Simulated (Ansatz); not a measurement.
A computed series for SnO2: alloy series

Start from SnO2 in the rutile structure (space group P4_2/mnm, No. 136).

```xyz
6
Lattice="4.7599 0.0000 0.0000 0.0000 4.7599 0.0000 0.0000 0.0000 3.2008" Properties=species:S:1:pos:R:3 pbc="T T T"
Sn     0.0000     0.0000     0.0000
Sn     2.3800     2.3800     1.6004
O      1.4561     1.4561     0.0000
O      3.8361     0.9238     1.6004
O      0.9238     3.8361     1.6004
O      3.3038     3.3038     0.0000
```

The other end (x = 1) is SiO$_{2}$ in the rutile structure (space group P4_2/mnm, No. 136): 7.79 Å³/atom, gap 6.51 eV.

Si replaces a fraction x of Sn; each row is one arrangement (x, atoms in the cell, starting space group or random), fully relaxed.

Level of theory: r2SCAN/PAW in Ansatz (a quantum-chemistry and plane-wave program), scalar-relativistic without spin-orbit coupling.

```
variant                         mixing energy  band gap     density  shortest interatomic distance
-----------------------------  --------------  --------  ----------  -----------------------------
base                                        –   1.77 eV  6.90 g/cm³                        2.059 Å
x(Si) = 0.25, 12 atoms, Cmmm     +78 meV/atom   2.11 eV  6.50 g/cm³                        1.819 Å
x(Si) = 0.25, 12 atoms, C2/m     +78 meV/atom   2.15 eV  6.51 g/cm³                        1.809 Å
x(Si) = 0.5, 12 atoms, Pmn2_1   +152 meV/atom   2.88 eV  5.92 g/cm³                        1.762 Å
x(Si) = 0.5, 12 atoms, P2_1/c   +101 meV/atom   2.98 eV  5.98 g/cm³                        1.736 Å
x(Si) = 0.5, 12 atoms, Pmmm    +0.257 eV/atom   2.63 eV  5.81 g/cm³                        1.774 Å
x(Si) = 0.75, 12 atoms, C2/m    +101 meV/atom   4.32 eV  5.23 g/cm³                        1.758 Å
x(Si) = 0.75, 12 atoms, Cmmm    +115 meV/atom   4.35 eV  5.21 g/cm³                        1.759 Å
```

These are small ordered cells, not random alloys; other orderings at the same x differ. Whether these cells are dynamically stable was not tested.
